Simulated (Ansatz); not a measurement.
## What biaxial strain +0.69 %, plane normal [001], relaxed out of plane does to Mg2Ge

Start from Mg2Ge in the anti-fluorite structure (space group Fm-3m, No. 225; a = 6.364 Å). Axes: x, y, z lie along the cube axes.

It is then changed as follows: biaxial strain +0.69 %, plane normal [001], relaxed out of plane (Cartesian); in-plane vectors clamped, the third vector and the atoms free.

Level of theory: PBEsol (Ansatz, a program for electronic structure), no spin-orbit coupling, earlier PAW set. Γ-centred 13×13×13 mesh, Fermi–Dirac width 0.05 eV.

```tsv
quantity	base	changed	shift
volume per atom	21.48 Å³	21.72 Å³	+0.24 Å³
space group	Fm-3m (No. 225)	I4/mmm (No. 139)	–
shortest interatomic distance	2.756 Å	2.766 Å	+0.010 Å
energy relative to the base (free energy F)	0 meV/atom	+0.8 meV/atom	+0.8 meV/atom
pressure (mean of the normal stresses, compression positive)	0.0 GPa	-0.6 GPa	-0.6 GPa
band gap	0.08 eV	zero	–
out-of-plane strain (rough)	–	-0.27 %	–
mean in-plane stress (compression positive) (rough)	–	-0.8 GPa	–
```

Without a gap, meshes like the base's 13×13×13 leave anisotropic stresses uncertain by several tenths of a GPa, and small strain energies with them. Whether these cells are dynamically stable was not tested. All final runs are without spin polarisation. Gaps under 0.05 eV, about the width of the smearing, are given as zero. A zero or small gap of Mg2Ge can be the functional's error rather than a property of the material.
